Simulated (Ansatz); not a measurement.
Defect: Al-vacancy pair (Al on one host Ti site, one O site vacant) in rutile TiO2, charge state +1. Level of theory: PBE, PAW (plane waves to 420 eV; Ansatz, an electronic-structure program).

Cell of 72 host sites held at the relaxed PBE lattice; one k-point at (0.250, 0.250, 0.250); Fermi-Dirac width 0.01 eV, spin-restricted; finite-size errors left in. Static, classical nuclei. The charge state is imposed; whether it is stable for some Fermi level was not computed. Forms of the defect that were not tried may lie lower.

Barriers: single points on a 2×2×2 k-point mesh shifted by half a step at the bands' geometries (they differ from the bands' own by up to 0.06 eV, and are uncertain by about as much).

The step: one O atom jumps into the vacancy from a nearby O site (Al-vacancy distance between ideal sites 1.96 → 3.58 Å); the atom moves 2.68 Å along (-0.11, -0.47, -0.49) of the unit cell; the moving atom starts with neighbours 2 Ti at 1.96, Ti at 2.01 Å and ends with Al at 1.93; Ti at 1.90, Ti at 1.98 Å.

**Question.** What migration barrier of this step does PBE, PAW give?

**Answer.** 1.23 eV forward and 1.14 eV backward. At the saddle the moving atom has neighbours Ti at 1.78 Å. The check of the saddle point's order was inconclusive.
